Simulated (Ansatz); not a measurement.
System: fluorite CoSi2. Method: Hartree–Fock (PAW; Ansatz, an electronic-structure program).

The run printed, among other lines:

```
WARN output.stress: scf.exx.energy_threshold = 1e-6 eV is looser than the 3e-8 eV advised for a stress under a hybrid functional (1e-8 eV for each atom of the …
Crystal: 3 atoms, lattice volume = 37.859 Å³
Basis set: ecut = 460 eV, 869 PW (Γ), exchange–correlation on 54×54×54 points (8 copies of the dense FFT grid, shifted against one another)
Bands: 17, of which v1, the nominal top of the filled ones, is band 13 counted from 1 (12 counted from 0)
Symmetry: 48 space group operations
Space group: Fm-3m (ITA 225), of the structure as read, at distance tolerance 3.4e-5 Å
k-points: 47 of 1000
Functional: x = pbe(κ = 0.804, μ = 0.2195149727645171), c = none, warm-up for x = 0 pbe(κ = 0.804, μ = 0.2195149727645171) + 1 exact, c = none
SCF iter   1: F=—  HF=-6333.246579 eV  |F-HF|=—  |Δ(HF+E_count)|=         —  Δρ=2.23e-2  dr2=1.31e-1
SCF iter   2: F=—  HF=-6333.233919 eV  |F-HF|=—  |Δ(HF+E_count)|=   1.27e-2  Δρ=8.15e-3  dr2=2.15e-2
  ...
SCF 1 converged in 10 iterations: F = -6333.233044 eV  dr2 = 2.61e-10
Crystal: 3 atoms, lattice volume = 37.859 Å³
Initial density: handed on by an earlier stage of this run
Functional: x = 0 pbe(κ = 0.804, μ = 0.2195149727645171) + 1 exact, c = none
  ...
SCF 6 converged in 8 iterations: F = -6330.333412 eV  dr2 = 1.45e-11
Crystal: 3 atoms, lattice volume = 37.859 Å³
SCF 7 converged in 8 iterations: F = -6330.352525 eV  dr2 = 6.58e-12
Crystal: 3 atoms, lattice volume = 37.859 Å³
SCF 8 converged in 8 iterations: F = -6330.370545 eV  dr2 = 5.61e-11
Crystal: 3 atoms, lattice volume = 37.859 Å³
SCF 9 converged in 7 iterations: F = -6330.384630 eV  dr2 = 8.73e-11
Crystal: 3 atoms, lattice volume = 37.859 Å³
SCF 10 converged in 7 iterations: F = -6330.387973 eV  dr2 = 3.37e-11
Crystal: 3 atoms, lattice volume = 37.859 Å³
SCF 11 converged in 6 iterations: F = -6330.389798 eV  dr2 = 1.98e-10
Crystal: 3 atoms, lattice volume = 37.859 Å³
Crystal: 3 atoms, lattice volume = 37.859 Å³
Crystal: 3 atoms, lattice volume = 37.859 Å³
SCF iter   4: F=—  HF=-6330.391968 eV  |F-HF|=—  |Δ(HF+E_count)|=  6.61e-10  Δρ=1.75e-6  dr2=8.67e-10
SCF iter   5: F=-6330.391968 eV  HF=-6330.391968 eV  |F-HF|=4.37e-11  |Δ(HF+E_count)|=  3.09e-11  Δρ=4.00e-7  dr2=6.27e-11
SCF 14 converged in 5 iterations: F = -6330.391968 eV  dr2 = 6.27e-11
Free energy (F): -6330.391968 eV
Internal energy: -6330.391125 eV  (E = F + TS)
E sigma→0 (E₀):  -6330.391546 eV
Fermi energy:    13.604643 eV
--- Forces (eV/Å), atoms counted from 1 ---
  atom   1  Co     0.00000000    -0.00000000     0.00000000
  atom   2  Si    -0.00000000     0.00000000    -0.00000000
  atom   3  Si    -0.00000000     0.00000000    -0.00000000
--- Stress (GPa, compression-positive) ---
       -0.091913      -0.000000       0.000000
        0.000000      -0.091913       0.000000
       -0.000000       0.000000      -0.091913
  P = ⅓ Tr σ = -0.0919 GPa (-0.919 kbar)
```

**Question.** Write an input file that could have produced this run (the log leaves some choices open).

**Answer.** This is not unique; one that fits is 
Ansatz 0.2 input:
```yaml
crystal:
  lattice:
    - [0.0, 2.6651039519, 2.6651039519]
    - [2.6651039519, 0.0, 2.6651039519]
    - [2.6651039519, 2.6651039519, 0.0]
  atoms:
    - { symbol: Co, position: [0.0, 0.0, 0.0] }
    - { symbol: Si, position: [0.25, 0.25, 0.25] }
    - { symbol: Si, position: [0.75, 0.75, 0.75] }
basis:
  ecutwfc: 460
  ecutrho_ratio: 4
  xc_grid: 2
kpoints:
  mp_grid: { grid: [10, 10, 10] }
hamiltonian:
  xc: hf
  dispersion: none
  pseudopotentials: { kind: paw }
scf:
  occupations: { method: fermi_dirac, width: 0.05 }
  convergence: { dr2_threshold: 0.0000000003 }
output:
  forces: true
  stress: true
  eigenvalues: true
```

The PAW data were made under PBE.

Note: the run has no spin polarisation, so it can have missed a magnetic state. Note: the run warned that the count of filled bands differs between k points.
